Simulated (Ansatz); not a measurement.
System: TaGeO (model structure, started from the ZrSiS type, P4/nmm, No. 129, 6 atoms in the cell). Method: r²SCAN in Ansatz (PAW).

Input file:

Ansatz 0.2 input:
```yaml
crystal:
  lattice:
    - [3.4216985984, 0.0, 0.0]
    - [0.0, 3.4216985984, 0.0]
    - [0.0, 0.0, 6.9424392178]
  atoms:
    - { symbol: Ta, position: [0.0, 0.5, 0.6986584177] }
    - { symbol: Ta, position: [0.5, 0.0, 0.3013415823] }
    - { symbol: Ge, position: [0.0, 0.0, 0.0] }
    - { symbol: Ge, position: [0.5, 0.5, 0.0] }
    - { symbol: O, position: [0.5, 0.0, 0.6007699027] }
    - { symbol: O, position: [0.0, 0.5, 0.3992300973] }
basis:
  ecutwfc: 560
  ecutrho_ratio: 4
  xc_grid: 3
kpoints:
  mp_grid: { grid: [16, 16, 8] }
hamiltonian:
  xc: r2scan
  dispersion: none
  pseudopotentials: { kind: paw }
scf:
  occupations: { method: fermi_dirac, width: 0.05 }
output:
  forces: true
  stress: true
  eigenvalues: true
relax:
  f_tol: 0.004
  escape_saddle: false
  max_steps: 80
  cell: { stress_tol: 0.02, fix: [volume] }
```

From the output:

```
Relaxation: its limit of steps is 80 (relax.max_steps)
Crystal: 6 atoms, lattice volume = 81.282 Å³
Basis set: ecut = 560 eV, 2451 PW (Γ), exchange–correlation on 81×81×162 points (27 copies of the dense FFT grid, shifted against one another)
Bands: 40, of which v1, the nominal top of the filled ones, is band 33 counted from 1 (32 counted from 0)
Symmetry: 16 space group operations
Space group: P4/nmm (ITA 129), of the structure as read, at distance tolerance 4.3e-5 Å
k-points: 225 of 2048
Functional: x = r2scan, c = r2scan; τ floored in thin density (d = 2e-4 eV/Å³)
SCF iter   1: F=—  HF=-29630.966128 eV  |F-HF|=—  |Δ(HF+E_count)|=         —  Δρ=1.29e-2  dr2=1.06e-1  dr2_τ=1.45e-1
SCF iter   2: F=—  HF=-29631.101333 eV  |F-HF|=—  |Δ(HF+E_count)|=   1.35e-1  Δρ=7.53e-3  dr2=3.10e-2  dr2_τ=2.76e-3
  ...
SCF 1 converged in 9 iterations: F = -29631.107508 eV  dr2 = 3.10e-8
Crystal: 6 atoms, lattice volume = 81.282 Å³
Initial density: handed on by an earlier stage of this run
SCF 2 converged in 7 iterations: F = -29631.108998 eV  dr2 = 1.83e-7
Crystal: 6 atoms, lattice volume = 81.282 Å³
SCF 3 converged in 6 iterations: F = -29631.110948 eV  dr2 = 2.47e-7
Crystal: 6 atoms, lattice volume = 81.282 Å³
SCF 4 converged in 5 iterations: F = -29631.111221 eV  dr2 = 9.23e-8
Crystal: 6 atoms, lattice volume = 81.282 Å³
SCF 5 converged in 5 iterations: F = -29631.111232 eV  dr2 = 3.24e-9
Crystal: 6 atoms, lattice volume = 81.282 Å³
SCF iter   5: F=—  HF=-29631.111223 eV  |F-HF|=—  |Δ(HF+E_count)|=  2.26e-10  Δρ=2.75e-7  dr2=5.42e-11  dr2_τ=7.69e-12
SCF iter   6: F=-29631.111223 eV  HF=-29631.111223 eV  |F-HF|=1.09e-11  |Δ(HF+E_count)|=  7.28e-12  Δρ=7.59e-8  dr2=6.18e-12  dr2_τ=5.69e-13
SCF 6 converged in 6 iterations: F = -29631.111223 eV  dr2 = 6.18e-12
SCF converged after 6 iterations
Free energy (F): -29631.111223 eV
Internal energy: -29631.076076 eV  (E = F + TS)
E sigma→0 (E₀):  -29631.093649 eV
Fermi energy:    16.376947 eV
--- Forces (eV/Å), atoms counted from 1 ---
  atom   1  Ta    -0.00000000    -0.00000000     0.00010386
  atom   2  Ta     0.00000000     0.00000000    -0.00010386
  atom   3  Ge     0.00000000    -0.00000000    -0.00000000
  atom   4  Ge    -0.00000000     0.00000000     0.00000000
  atom   5  O      0.00000000     0.00000000    -0.00016391
  atom   6  O     -0.00000000    -0.00000000     0.00016391
--- Stress (GPa, compression-positive) ---
       -3.139009      -0.000000       0.000000
       -0.000000      -3.139009       0.000000
        0.000000       0.000000      -3.134721
  P = ⅓ Tr σ = -3.1376 GPa (-31.376 kbar)
```

The cell is one volume of an energy–volume scan, off the minimum.

The PAW data were made under PBE.

Note: the relaxation could raise the start's symmetry but not lower it, so the cell can be a saddle point.

It cost roughly 11 core-minutes of CPU time.

A model structure was made by putting elements into a prototype or built by hand; it is no filed structure, need not be a known phase, and can be a saddle point held by its symmetry.

Ansatz is a quantum-chemistry and plane-wave program.
